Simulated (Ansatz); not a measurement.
The structure below was relaxed with Kohn–Sham DFT with the PBEsol functional, run in Ansatz (a program for electronic structure) with PAW and 420 eV plane waves, no SOC, earlier PAW set, at pressure 7.5 GPa.

```
CELL_PARAMETERS angstrom
      3.02635     0.00000     0.00000
     -1.51317     2.62090     0.00000
      0.00000     0.00000     3.42093
ATOMIC_POSITIONS crystal
  Mg 0.00000 0.00000 0.00000
  B  0.33333 0.66667 0.50000
  B  0.66667 0.33333 0.50000
```

### Question
Find the space group and the Wyckoff positions.

### Answer
Space group P6/mmm (No. 191); a = 3.0263 Å, b = 3.0263 Å, c = 3.4209 Å, α = 90.00°, β = 90.00°, γ = 120.00°

| atom | site | symmetry | x | y | z |
|---|---|---|---|---|---|
| Mg | 1a | 6/mmm | 0.0000 | 0.0000 | 0.0000 |
| B | 2d | -6m2 | 0.3333 | 0.6667 | 0.5000 |

Load acts through the strain it causes; cell and atoms are relaxed under it. Stability against distortions was not tested. No other phases were tried under pressure. The final runs are not spin-polarised. The cell was made from MgB₂ (space group P6/mmm, No. 191) by this change: pressure 7.5 GPa.
